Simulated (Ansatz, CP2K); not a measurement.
One structure in several programs: Hf2S (P1, 6 atoms in the cell)

Self-consistent single point, at a second geometry (atoms moved at random). First geometry:

```
CELL_PARAMETERS angstrom
      3.32366     0.00000     0.00000
     -1.66183     2.87837     0.00000
      0.00000     0.00000    11.54165
ATOMIC_POSITIONS crystal
  Hf 0.66667 0.33333 0.89981
  Hf 0.33333 0.66667 0.10019
  Hf 0.33333 0.66667 0.39981
  Hf 0.66667 0.33333 0.60019
  S  0.00000 0.00000 0.75000
  S  0.00000 0.00000 0.25000
```

Second geometry:
```yaml
crystal:
  lattice:
    - [3.32366, 0.00000, 0.00000]
    - [-1.66183, 2.87837, 0.00000]
    - [0.00000, 0.00000, 11.54165]
  atoms:
    - { symbol: Hf, position: [0.62927, 0.32176, 0.89757] }
    - { symbol: Hf, position: [0.33576, 0.67131, 0.09768] }
    - { symbol: Hf, position: [0.36326, 0.66254, 0.40256] }
    - { symbol: Hf, position: [0.67354, 0.37189, 0.59477] }
    - { symbol: S, position: [0.02316, 0.99728, 0.75479] }
    - { symbol: S, position: [0.97501, 0.97523, 0.25263] }
```

Shared settings, as Ansatz (a quantum-chemistry and plane-wave program) writes them: kpoints.mp_grid.grid = 8 8 2; scf.occupations.method = fermi_dirac; scf.occupations.width = 0.05 eV. Potentials and cutoffs stand in the table.

| code | model | ΔF from the first geometry (meV/atom) | pressure (GPa) | largest force (eV/Å) | cutoff |
|---|---|---|---|---|---|
| Ansatz | LDA (PW92), PAW files made with PBE | 62.7 | 1.15 | 1.712 | 420 eV |
| CP2K | LDA (Pade form), GPW, DZVP-MOLOPT-SR-GTH basis, GTH-PADE potentials (GTH_POTENTIALS) | 53.6 | -4.18 | 1.605 | grid 500 Ry |

Size of the force on each atom (eV/Å): Sizes of forces hide their directions.

```csv
code,Hf1,Hf2,Hf3,Hf4,S5,S6
Ansatz,1.394,0.728,1.345,1.673,1.712,1.093
CP2K,1.413,0.525,1.086,1.327,1.605,1.015
```

On Ansatz's run: spin-orbit coupling is off.

The spread over the programs that give each value: ΔF from the first geometry within 9.1 meV/atom; pressure within 5.33 GPa; largest force within 0.107 eV/Å.

CP2K uses small atom-centred bases, whose incompleteness enters pressures, forces and empty levels differently from a plane-wave cutoff. Ansatz's pressure is given at a fixed set of plane waves, as the other plane-wave codes print theirs; with its correction for the finite basis it is 1.20 GPa.

The starting cell comes from a database of computed structures (which also holds hypothetical and non-ambient phases and stackings), without a prior relaxation at this level. Its lattice was rescaled by a random factor within 2.5 % of one. For this run, on top of that: atoms moved at random.

Keys are those of Ansatz 0.2.
